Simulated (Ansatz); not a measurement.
**CaO with two functionals, isotropic strain −0.17 %**

Consider CaO in the rock salt structure (space group Fm-3m, No. 225; a = 4.8307 Å).

(Cell as relaxed with PBE.)

Levels (all Ansatz, a first-principles code, PAW): PBE (420 eV, spin-orbit coupling left out); r2SCAN (500 eV, without spin-orbit coupling).

Each level relaxes its own structure.

```
base                        PBE      r2SCAN
-------------------  ----------  ----------
volume per atom        14.09 Å³    13.78 Å³
lattice parameter a  9.129 bohr  9.061 bohr
band gap                3.66 eV     4.20 eV
```

Perturbation: the cell is scaled by 0.9983 in all directions; the atoms relax in the strained cell.

```json
[
 {"quantity": "electron mass", "PBE": "1.4 mₑ along k, 0.44 mₑ across (at X)", "r2SCAN": "1.4 mₑ along k, 0.43 mₑ across (at X)"},
 {"quantity": "valley order (the lowest conduction-band minima on the path, energy above the VBM, named in the base's zone)", "PBE": "X along ⟨100⟩ 3.66 eV; Γ 4.65 eV", "r2SCAN": "X along ⟨100⟩ 4.20 eV; Γ 5.54 eV"},
 {"quantity": "pressure", "PBE": "0.55 GPa", "r2SCAN": "0.61 GPa"}
]
```

Both order the valleys alike. Neither level is exact; r2SCAN is the comparison here, not a measurement.

Effective masses come from finite differences of ±0.01 Å⁻¹. Along k means along the line from Γ to the band edge. Whether these cells are dynamically stable was not tested.
